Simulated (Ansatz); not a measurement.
**A computed series for SrHfO3: pressure series**

Start from SrHfO$_{3}$ (space group I4/mcm, No. 140; a = 5.7143 Å, c = 8.2713 Å; a cell from a computed database, its experimental status unchecked).

Cell and atoms are relaxed at each pressure.

Level of theory: plane-wave PAW DFT at the PBEsol level (Ansatz, a first-principles code, 420 eV), no spin-orbit coupling.

| case | c/a ratio | lattice parameter a | band gap |
|---|---|---|---|
| base | 1.447 | 5.714 Å | 4.09 eV |
| pressure −2 GPa | … | … | … |
| pressure −1 GPa | 1.446 | 5.728 Å | 4.08 eV |
| pressure 0.3 GPa | 1.448 | 5.710 Å | 4.09 eV |
| pressure 0.7 GPa | 1.448 | 5.705 Å | 4.09 eV |
| pressure 1.5 GPa | 1.450 | 5.694 Å | 4.10 eV |
| pressure 3 GPa | 1.452 | 5.674 Å | 4.11 eV |
| pressure 5 GPa | 1.455 | 5.649 Å | 4.12 eV |
| pressure 7.5 GPa | 1.458 | 5.618 Å | 4.13 eV |
| pressure 10 GPa | 1.462 | 5.590 Å | 4.14 eV |

Task: Some entries are withheld; estimate them.

Result: 
- pressure −2 GPa, c/a ratio: 1.444
- pressure −2 GPa, lattice parameter a: 5.743 Å
- pressure −2 GPa, band gap: 4.07 eV

With Hf present, leaving out spin-orbit coupling can change the band edges. Load acts through the strain it causes; cell and atoms are relaxed under it. Whether these cells are dynamically stable was not tested. Competing high-pressure phases were not computed.
